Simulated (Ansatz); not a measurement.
We consider K2PtBr6 (Fm-3m, No. 225, 9 atoms in the cell; start COD 5910135), described by PBEsol (plane waves, PAW; Ansatz, an electronic-structure program).

Settings: plane-wave cutoff 520 eV, 6×6×6 k mesh, Fermi–Dirac smearing 0.01 eV, scalar-relativistic PAW data made under PBE.

Cell (relaxed at this level):

```xyz
9
Lattice="0.0000 5.1246 5.1246 5.1246 0.0000 5.1246 5.1246 5.1246 0.0000" Properties=species:S:1:pos:R:3 pbc="T T T"
Pt     0.0000     0.0000     0.0000
Br     5.1246     5.1246     7.7814
Br     5.1246     5.1246     2.4679
Br     5.1246     7.7814     5.1246
Br     5.1246     2.4679     5.1246
Br     7.7814     5.1246     5.1246
Br     2.4679     5.1246     5.1246
K      7.6870     7.6870     7.6870
K      2.5623     2.5623     2.5623
```

Question: Predict the band gap, Γ–Γ gap and bulk modulus B0.

Answer: 
- band gap = 0.99 eV (on the SCF k mesh)
- Γ–Γ gap = 2.35 eV
- bulk modulus B0 = 15.3 GPa

Note: the relaxation could not lower the start's symmetry, so the cell can be a saddle point above a distorted one; the bulk modulus is −V dP/dV from two relaxed cells at ±2 % in volume.

Spin–orbit coupling is not included; with these elements it can move the gap by several tenths of an eV or more.

Computing time: very roughly 110 core-seconds.
